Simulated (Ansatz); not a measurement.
End structure of the (22-41) surface of hcp Tl in its 1x1 cell, outermost plane spacing 0.44 Å in the ideal cut:

```yaml
crystal:
  lattice:
    - [6.19894, 0.00000, 0.00000]
    - [3.09947, 11.47517, 0.00000]
    - [0.00000, 0.00000, 26.00000]
  atoms:
    - { symbol: Tl, position: [0.41226, 0.88497, 0.32775] }
    - { symbol: Tl, position: [0.83733, 0.63517, 0.33963] }
    - { symbol: Tl, position: [0.64820, 0.38789, 0.35341] }
    - { symbol: Tl, position: [0.09513, 0.14561, 0.36798] }
    - { symbol: Tl, position: [0.88863, 0.90517, 0.38125] }
    - { symbol: Tl, position: [0.32742, 0.65765, 0.39620] }
    - { symbol: Tl, position: [0.13538, 0.41173, 0.41291] }
    - { symbol: Tl, position: [0.58342, 0.16544, 0.43123] }
    - { symbol: Tl, position: [0.37043, 0.92707, 0.45646] }
    - { symbol: Tl, position: [0.81314, 0.68684, 0.46838] }
    - { symbol: Tl, position: [0.61573, 0.44080, 0.48353] }
    - { symbol: Tl, position: [0.06411, 0.19484, 0.50003] }
    - { symbol: Tl, position: [0.86125, 0.94890, 0.51668] }
    - { symbol: Tl, position: [0.30497, 0.70235, 0.53126] }
    - { symbol: Tl, position: [0.10092, 0.46309, 0.54398] }
    - { symbol: Tl, position: [0.55136, 0.22436, 0.56819] }
    - { symbol: Tl, position: [0.34935, 0.97819, 0.58758] }
    - { symbol: Tl, position: [0.78658, 0.73217, 0.60317] }
    - { symbol: Tl, position: [0.59488, 0.48412, 0.61922] }
    - { symbol: Tl, position: [0.04310, 0.24440, 0.63196] }
    - { symbol: Tl, position: [0.83751, 0.00226, 0.64652] }
    - { symbol: Tl, position: [0.27375, 0.75449, 0.66016] }
    - { symbol: Tl, position: [0.09701, 0.50554, 0.67253] }
```

Model: 23-atom slab, 9.7 Å thick at the start (thin: gaps and levels are the slab's own), 7x4x1 mesh, Fermi-Dirac 0.1 eV, dipole correction, single point; no symmetry held, on the structure that PBE left; no spin, no spin-orbit, no U.

Task: What work function of the top face does r2SCAN, at the PBE geometry (Ansatz, an electronic-structure program) give?

Result: 3.55 eV
